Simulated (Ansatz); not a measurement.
The reference is Au in the fcc (Cu type) structure (space group Fm-3m, No. 225; a = 4.124 Å; relaxed with 0.1 eV smearing). Axes: x, y, z lie along the cube axes.

Computed with r2SCAN, PAW, 500 eV (Ansatz, a quantum-chemistry and plane-wave program; without spin-orbit coupling), earlier PAW set.

One thing is altered: the cell is scaled by 0.9849 in all directions, atoms relaxed at fixed cell.

Problem. Predict the stress tensor and what it implies for the stiffness.

Solution. Stress of the strained cell less that of the base (GPa, compression positive):
```
    8.0     0.0     0.0
    0.0     8.0     0.0
    0.0     0.0     8.0
```

Then B = −ΔP/(ΔV/V₀) with ΔV/V₀ = -0.0446 gives secant stiffness values (nonlinear terms included at this strain): B ≈ 180 GPa.

As a check, the harmonic strain energy −½ V₀ Δσ:ε is 20 meV/atom; the computed energy rise is 19 meV/atom.

Stability against distortions was not tested.
